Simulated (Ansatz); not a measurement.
ScAlMgO4 (R3m, No. 160, 7 atoms in the cell; start mp-1221961), treated with PBE0 (Ansatz, an electronic-structure program, PAW).

Run with plane-wave cutoff 460 eV, 8×8×8 k mesh, Fermi–Dirac smearing 0.01 eV, scalar-relativistic PAW data made under PBE.

Cell (relaxed with PBEsol):

Space group R3m, hexagonal axes (No. 160); a = 3.2395 Å, b = 3.2395 Å, c = 24.8264 Å, α = 90.00°, β = 90.00°, γ = 120.00°

| atom | site | symmetry | x | y | z |
|---|---|---|---|---|---|
| Mg | 3a | 3m | 0.0000 | 0.0000 | 0.7826 |
| Sc | 3a | 3m | 0.0000 | 0.0000 | 0.9953 |
| Al | 3a | 3m | 0.0000 | 0.0000 | 0.2134 |
| O | 3a | 3m | 0.0000 | 0.0000 | 0.8794 |
| O | 3a | 3m | 0.0000 | 0.0000 | 0.1381 |
| O | 3a | 3m | 0.0000 | 0.0000 | 0.7029 |
| O | 3a | 3m | 0.0000 | 0.0000 | 0.2880 |
(The calculation used a cell of 7 atoms; values per cell refer to that cell.)

Predict the band gap.


band gap: 6.82 eV (direct)

Note: cell and atoms aren't relaxed at this level (largest force component 0.15 eV/Å, pressure -0.3 GPa).

Static lattice: no zero-point or thermal effects.

A start named mp-… is a Materials Project structure, which need not be a measured phase.
